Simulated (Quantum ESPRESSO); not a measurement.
Quantum ESPRESSO 7.5, DFT, PBE, plane waves, PseudoDojo 0.5 standard norm-conserving PBE (local tails restored to the Coulomb form): diamond-structure Si with 4 P on Si sites, atoms displaced (Si12P4), unrelaxed at the host's lattice constant, 16 atoms. Basis and mesh were picked for this test and aren't claimed converged.

```yaml
cell: 7.68, 7.68, 7.68 Å; 60, 60, 60°
distance_to_the_nearest_atom: 2.22 to 2.39 Å
task: scf
k mesh: 3×3×3
ecutwfc: 44 Ry
ecutrho: 176 Ry
occupations: smearing
smearing: gaussian
degauss: 0.005 Ry
conv_thr: 1.6e-08 Ry
tprnfor: true
tstress: false
k-point pools (-nk): 8
diagonalization: david (default)
k-points computed: 14
bands: 41
electrons: 68
G-vectors of the density: 85275
FFT grid: 64×64×64
```

Settings of this run: mixing_mode = TF, mixing_beta = 0.1, mixing_ndim = 8; 8 ranks.

```
SCF iteration  band solver's avg # of iterations (first pass)  estimated scf accuracy (Ry)
-------------  ----------------------------------------------  ---------------------------
1                                                         3.4                   0.38009804
2                                                         1.2                   0.33616410
3                                                         2.6                   0.02190193
4                                                        14.3                   0.00676622
5                                                         4.4                   0.00598911
6                                                         2.0                   0.00034570
7                                                        12.0                   0.00039488
8                                                         3.5                   0.00054336
9                                                         2.0                   0.00003355
10                                                        3.9                   0.00001713
11                                                        1.4                   0.00001442
12                                                        2.0                   0.00000258
13                                                        4.9                   0.00000113
14                                                        1.4                   0.00000096
15                                                        1.7                   0.00000033
16                                                        4.0                   0.00000012
17                                                        2.6                   0.00000015
18                                                        2.5                   0.00000005
19                                                        1.1                   0.00000003
20                                                        2.3                      3.3E-09
```

It converged after 20 SCF iterations.

The cycle is slow. Which setting should be changed?

One answer among several that fit: mixing_beta = 1 (9 SCF iterations) or mixing_beta = 0.7 (10 SCF iterations), all else kept. The other changes of this size gave: mixing_beta = 0.4 (12); mixing_beta = 0.2 (15); mixing_mode = local-TF (16); mixing_mode = plain (18). The first change moves the result by: energy equal as printed, forces (largest component) 0.10 meV/Å. Counts are of single runs.
